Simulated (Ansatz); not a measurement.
For AlPt3 (Pm-3m, No. 221, 4 atoms in the cell; start mp-188), LDA (Ansatz, a quantum-chemistry and plane-wave program, PAW) gives:

- equilibrium lattice constant a = 3.849 Å
- bulk modulus B0 = 269 GPa

Task: What does PBEsol in Ansatz (PAW) give for the same quantities?

Result: 
- lattice constant a: 3.874 Å (goes up by 0.6 %)
- bulk modulus: 253 GPa (decreases by 5.9 %)

Changes are worked out from the printed values.

Unless a cell is named, each level is at its own relaxed cell (LDA 14.26, PBEsol 14.53 Å³/atom).

Levels without +SOC leave out spin–orbit coupling, which shifts energies and cells of such heavy elements.

Caveats: the bulk modulus is −V dP/dV from two relaxed cells at ±2 % in volume (LDA, PBEsol); the relaxation could not lower the start's symmetry, so the cell can be a saddle point above a distorted one (LDA, PBEsol). Ansatz's density-functional and Hartree–Fock values are scalar-relativistic unless marked +SOC, with PAW data made under PBE.

A start named mp-… is a Materials Project structure, which need not be a measured phase.
